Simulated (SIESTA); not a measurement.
SIESTA run on Ag2F3 (R-3c, 10 atoms in the cell): self-consistent single point.

Method: GGA PBEsol, numerical atomic orbitals DZP, PseudoDojo PBEsol standard norm-conserving potentials (rewritten from UPF to PSML) run with SIESTA.

The change in words: lattice scaled by 1.015. Reference geometry:
```xyz
10
Lattice="2.8738 1.6592 5.3233 -2.8738 1.6592 5.3233 0.0000 -3.3184 5.3233" Properties=species:S:1:pos:R:3 pbc="T T T"
Ag     0.0000     0.0000    13.5344
Ag     0.0000     0.0000     2.4356
Ag     0.0000     0.0000    10.4206
Ag     0.0000     0.0000     5.5494
F      0.8870    -1.7821     9.3158
F     -0.8870     1.7821     6.6542
F      1.0998     1.6592     9.3158
F     -1.0998    -1.6592     6.6542
F     -1.9868     0.1229     9.3158
F      1.9868    -0.1229     6.6542
```
Moments meant for the start (each program seeds them in its own way; μB, in the order of the atoms Ag Ag Ag Ag F F F F F F): 1.0 1.0 1.0 1.0 0.0 0.0 0.0 0.0 0.0 0.0.

Reference input (self-consistent single point, DFT, GGA PBEsol, numerical atomic orbitals DZP, PseudoDojo PBEsol standard norm-conserving potentials (rewritten from UPF to PSML)): XC.functional = GGA; XC.authors = PBEsol; potentials = PseudoDojo PBEsol standard; PAO.BasisSize = DZP; PAO.EnergyShift = 0.01 Ry; MeshCutoff = 300 Ry; kgrid.MonkhorstPack = 5 5 5; OccupationFunction = FD; ElectronicTemperature = 0.1 eV; Spin = polarized; MaxSCFIterations = 150; SCF.Mixer.Method = Pulay. This run's input differs from it in these lines:

```diff
@@ -10,7 +10,7 @@
 %endblock ChemicalSpeciesLabel
-LatticeConstant              6.272926 Ang
+LatticeConstant              6.367020 Ang
 %block LatticeVectors
-     0.458130703    0.264501925    0.848619448
-    -0.458130703    0.264501925    0.848619448
-     0.000000000   -0.529003849    0.848619448
+     0.458130648    0.264501918    0.848619448
+    -0.458130648    0.264501918    0.848619448
+     0.000000000   -0.529003835    0.848619448
 %endblock LatticeVectors
```

Log, with long lists cut:

```
        iscf     Eharris(eV)        E_KS(eV)     FreeEng(eV)     dDmax    Ef(eV) dHmax(eV)
   scf:    1   -20790.923218   -20829.490231   -20829.918001  0.530263 -1.986693 16.454242
     spin moment: {S} , |S| = {        0.0        0.0    1.73231 }     1.73231
   scf:    2   -20859.013640   -20845.335475   -20845.708630  0.106043 -2.912112 11.194826
     spin moment: {S} , |S| = {        0.0        0.0    1.34066 }     1.34066
   scf:    3   -20861.931684   -20857.277819   -20857.599672  0.212740 -4.564980  1.743697
     spin moment: {S} , |S| = {        0.0        0.0    0.85417 }     0.85417
   [... lines left out ...]
     spin moment: {S} , |S| = {        0.0        0.0    0.02047 }     0.02047
   scf:   25   -20857.747846   -20857.747846   -20858.097183  0.000019 -5.202462  0.000240
     spin moment: {S} , |S| = {        0.0        0.0    0.01932 }     0.01932
   scf:   26   -20857.747845   -20857.747846   -20858.097183  0.000025 -5.202465  0.000176
     spin moment: {S} , |S| = {        0.0        0.0    0.01781 }     0.01781
   scf:   27   -20857.747847   -20857.747847   -20858.097183  0.000001 -5.202466  0.000149
     spin moment: {S} , |S| = {        0.0        0.0    0.01780 }     0.01780
SCF Convergence by DM+H criterion
max |DM_out - DM_in|         :     0.0000014229
max |H_out - H_in|      (eV) :     0.0001488240
SCF cycle converged after 27 iterations

Using DM_out to compute the final energy and forces

siesta: E_KS(eV) =           -20857.7478

siesta: E_KS - E_eggbox =    -20857.7478

siesta: Atomic forces (eV/Ang):
     1   -0.000000    0.000000   -0.125547
     2    0.000000   -0.000000    0.125547
     3   -0.000000   -0.000000    0.125547
     4    0.000000    0.000000   -0.125547
     5   -0.056567   -0.097975   -0.000000
     6    0.056566    0.097976   -0.000000
     7    0.113132   -0.000000   -0.000000
     8   -0.113132   -0.000000   -0.000000
     9   -0.056566    0.097976   -0.000000
    10    0.056567   -0.097975   -0.000000
   Tot    0.000000    0.000000   -0.000000
   Max    0.125547
   [... lines left out ...]
siesta: FreeEng =    -20858.097183
siesta: Cell volume =        159.254255 Ang**3
siesta:         -81.17294263        -81.05279233  kBar
   [... lines left out ...]
     3     0.365845   18.634155    0.002742  Ag
     4     0.365845   18.634155    0.002742  Ag
     5    -0.243897    7.243897    0.001138  F
     6    -0.243897    7.243897    0.001138  F
     7    -0.243897    7.243897    0.001138  F
     8    -0.243897    7.243897    0.001138  F
     9    -0.243897    7.243897    0.001138  F
    10    -0.243897    7.243897    0.001138  F
 Total    -0.000000                0.017798
```

The run converged in 27 iterations. Against the reference run the free energy goes up by 27.6 meV/atom, the pressure goes from -4.61 to -8.12 GPa and the largest force goes from 0.070 to 0.126 eV/Å.

The starting cell comes from a database of computed structures (which also holds hypothetical and non-ambient phases and stackings), without a prior relaxation at this level. For this run, on top of that: lattice scaled by 1.015. The starting moments vanished: the run ended non-magnetic. Values carry the incompleteness of an atom-centred basis. The run gives no clean gap (levels at the Fermi energy touch, overlap or are partly filled at this smearing), which alone does not show that the compound is a metal.

Cost on one core of a shared machine: roughly 3 min.
